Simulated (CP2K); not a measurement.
Band structure of Cs (Im-3m, 1 atom in the cell).

```
Cs
1.0
    5.29226     0.00000     0.00000
   -1.76409     4.98959     0.00000
   -1.76409    -2.49480     4.32111
Cs
1
Direct
  0.00000   0.00000   0.00000
```

Method of the run: PBE, GPW, DZVP-MOLOPT-SR-GTH basis, GTH-PBE potentials (GTH_POTENTIALS) in CP2K 2026.2.

Settings: CUTOFF = 500 Ry; REL_CUTOFF = 50 Ry; SMEAR/METHOD = FERMI_DIRAC; ELECTRONIC_TEMPERATURE = 1578.21 K; KPOINTS/SCHEME = MONKHORST-PACK 5 5 5; XC_FUNCTIONAL = PBE; Cs/BASIS_SET = DZVP-MOLOPT-SR-GTH; Cs/POTENTIAL = GTH-PBE-q9; METHOD = GPW; EPS_DEFAULT = 1e-10; EXTRAPOLATION = USE_GUESS; NGRIDS = 5; SCF_GUESS = ATOMIC; EPS_SCF = 1e-06.

The starting cell has typed, rounded lattice constants, without a prior relaxation at this level. Its lattice was rescaled by a random factor within 2.5 % of one. Values carry the incompleteness of an atom-centred basis.

Levels in eV from the Fermi level, bands 1 to 6:
```csv
point,1,2,3,4,5,6
Γ,-23.97,-10.75,-10.75,-10.75,-1.74,4.43
H,-23.96,-10.85,-10.85,-10.85,3.00,3.00
N,-23.96,-10.89,-10.79,-10.74,0.18,0.81
P,-23.96,-10.81,-10.81,-10.81,0.95,0.95
```

Bands cross the Fermi level along this path, so the cell is metallic at this level.

Higher empty bands are left out: an atom-centred basis made for the valence describes them poorly.
